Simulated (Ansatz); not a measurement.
**CeO2: pressure series**

Consider CeO2 in the fluorite structure (space group Fm-3m, No. 225; a = 5.437 Å).

Cell and atoms are relaxed at each pressure.

Level of theory: Ansatz (an electronic-structure program), r2SCAN, PAW, cutoff 500 eV, no SOC.

```csv
change,band gap,density
base,2.20 eV,7.11 g/cm³
pressure −2 GPa,2.16 eV,7.04 g/cm³
pressure −1 GPa,___,___
pressure 0.9 GPa,2.21 eV,7.14 g/cm³
pressure 2.1 GPa,2.23 eV,7.19 g/cm³
pressure 4.5 GPa,2.27 eV,7.27 g/cm³
pressure 9 GPa,2.34 eV,7.42 g/cm³
pressure 15 GPa,2.42 eV,7.61 g/cm³
pressure 22.5 GPa,2.52 eV,7.82 g/cm³
pressure 30 GPa,2.60 eV,8.02 g/cm³
```

**Question.** Fill in the withheld entries from the trend.

**Answer.** 
- pressure −1 GPa, band gap: 2.18 eV
- pressure −1 GPa, density: 7.07 g/cm³

Load acts through the strain it causes; cell and atoms are relaxed under it. Stability against distortions was not tested. Competing high-pressure phases were not computed. Seeded moments were not kept for the base. The final runs are not spin-polarised.
